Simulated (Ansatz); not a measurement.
The starting structures come from a database of crystals and need not be the phases stable at ambient conditions.

By PBEsol, the system below comes out a metal.

Without scattering a metal conducts by its projected Fermi surface.

Data:

```xyz
4
Lattice="3.2225 0.0000 0.0000 0.0000 5.9380 0.0000 0.0000 0.0000 5.7428" Properties=species:S:1:pos:R:3 pbc="T T T"
In     3.1941     0.0000     0.0000
In     0.0284     2.9690     2.8714
Sb     2.3299     2.9690     0.0000
Sb     0.8926     0.0000     2.8714
```

Space group of this cell: Pmmn. The cell is strained (lengths along the current scaled by 0.97, ions clamped); by PBEsol its mean pressure is -1.3 GPa.

The current flows along the normal of the first two printed cell vectors. No spin-orbit coupling; the value is a mean over 0.1 eV about the Fermi level.

Estimate the ballistic conductance per area that PBEsol run with Ansatz (a program for electronic structure) returns for this system.

0.62 × 10¹⁵ S/m² for both spins.
